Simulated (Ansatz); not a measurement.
Results of PBE (PAW; Ansatz, an electronic-structure program) for 1T (CdI2-type) MgI2.

Run with plane-wave cutoff 520 eV, 12×12×6 k mesh (along the axes of the cell as run), Fermi–Dirac smearing 0.01 eV, scalar-relativistic PAW data made under PBE.

Response to compression and expansion:

Shape and atoms are relaxed at each volume.

```csv
V (Å³/atom),P (GPa),direct gap at Γ (eV),smallest gap on the k mesh (eV),c (Å)
38.320,0.12,3.714,3.616,7.529
39.119,0.06,3.719,3.621,7.672
39.917,0.01,3.724,3.625,7.815
40.715,-0.03,3.731,3.630,7.963
41.514,-0.04,3.741,3.633,8.118
```

The fundamental gap (3.63 eV at the equilibrium volume, with added k points) lies elsewhere than Γ–Γ.

Note: the cell comes from a level without a dispersion term, which matters for the spacing of layers, chains or molecules.

Spin–orbit coupling is not included; with these elements it can move the gap by several tenths of an eV or more.
